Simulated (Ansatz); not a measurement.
Data:

```
CELL_PARAMETERS angstrom
      2.36460     1.36520     4.42612
     -2.36460     1.36520     4.42612
      0.00000    -2.73040     4.42612
ATOMIC_POSITIONS crystal
  Al 0.64880 0.64880 0.64880
  Al 0.14880 0.14880 0.14880
  Al 0.35120 0.35120 0.35120
  Al 0.85120 0.85120 0.85120
  O  0.75000 0.44364 0.05636
  O  0.05636 0.75000 0.44364
  O  0.25000 0.55636 0.94364
  O  0.55636 0.94364 0.25000
  O  0.94364 0.25000 0.55636
  O  0.44364 0.05636 0.75000
```

No spin polarisation.

The values are results of LDA (Ansatz, a first-principles code; PAW; 420 eV plane waves; spin-orbit coupling left out), not measurements. Γ-centred 9×9×9 mesh, Fermi–Dirac width 0.05 eV.

Question: Estimate the electron mass.

Answer: 0.39 mₑ (at Γ).

Question: What is the computed band gap?

Answer: 6.03 eV.

Question: What is the computed width of the top valence band?

Answer: 0.65 eV.

The cells carry an imposed strain or load. Masses are band curvatures over ±0.01 Å⁻¹ around the edge. No phonon test of stability was made. The cell was made from Al₂O₃ in the corundum structure (space group R-3c, No. 167) by this change: uniaxial strain ε_zz = +3.00 %.
